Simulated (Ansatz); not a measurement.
The reference is GaSb in the zinc blende structure (space group F-43m, No. 216; a = 6.1324 Å).

Calculations: r2SCAN, PAW, 500 eV (Ansatz, a program for electronic structure; scalar-relativistic without spin-orbit coupling).

One change was made to it. Results:

| quantity | base | after |
|---|---|---|
| band gap | 0.41 eV | 0.96 eV |
| volume per atom | 28.83 Å³ | 22.75 Å³ |

Problem. Which of these changes matches the shifts?
(A) Sb → As
(B) Ga → Zn
(C) Sb → Mo

Solution. A, Sb → As. For comparison, the band gap in the other runs: Sb → Mo gives zero; Ga → Zn gives zero.

Spin-orbit coupling, missing from the scalar runs, can matter with Sb. Whether these cells are dynamically stable was not tested. As relaxed here, GaMo and ZnSb are hypothetical phases, not in the database extracts checked. All final runs are without spin polarisation. An odd electron count without spin: GaMo and ZnSb. GaMo has a high density of states at the Fermi level and may be magnetic at this level.
